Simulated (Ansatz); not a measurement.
# Ru: uniaxial strain ε_zz = −0.50 %

Take Ru in the hcp (Mg type) structure (space group P6_3/mmc, No. 194; a = 2.704 Å, c = 4.263 Å; relaxed with 0.1 eV smearing) as the base. Axes: x lies along a and z along c of the hexagonal cell.

Modification: uniaxial strain ε_zz = −0.50 %, all other strain components held at zero; the atoms relax in the strained cell.

The values are results of Ansatz (an electronic-structure program) r2SCAN, no spin-orbit coupling, not measurements. k-mesh 24×24×14 (Γ-centred); smearing 0.1 eV (Fermi–Dirac).

| quantity | base | changed | shift |
|---|---|---|---|
| volume per atom | 13.50 Å³ | 13.43 Å³ | -0.07 Å³ |
| space group | P6_3/mmc (No. 194) | P6_3/mmc (No. 194) | – |
| shortest interatomic distance | 2.642 Å | 2.634 Å | -0.0086 Å |
| energy relative to the base (free energy F) | 0 meV/atom | +0.7 meV/atom | +0.7 meV/atom |
| pressure (mean of the normal stresses, compression positive) | 0.0 GPa | 1.8 GPa | +1.8 GPa |
| band gap | zero | zero | – |
| stress (xx, yy, zz, yz, xz, xy; compression positive) | – | (1.0, 1.0, 3.5, 0.0, 0.0, 0.0) GPa | – |

Final structure:

```yaml
crystal:
  lattice:
    - [2.70429, 0.00000, 0.00000]
    - [-1.35214, 2.34198, 0.00000]
    - [0.00000, 0.00000, 4.24159]
  atoms:
    - { symbol: Ru, position: [0.66667, 0.33333, 0.75000] }
    - { symbol: Ru, position: [0.33333, 0.66667, 0.25000] }
```

Cost of the whole job for the changed cell (relaxation, final SCF and bands): very roughly 40 core-seconds.

No phonon test of stability was made. All final runs are without spin polarisation.
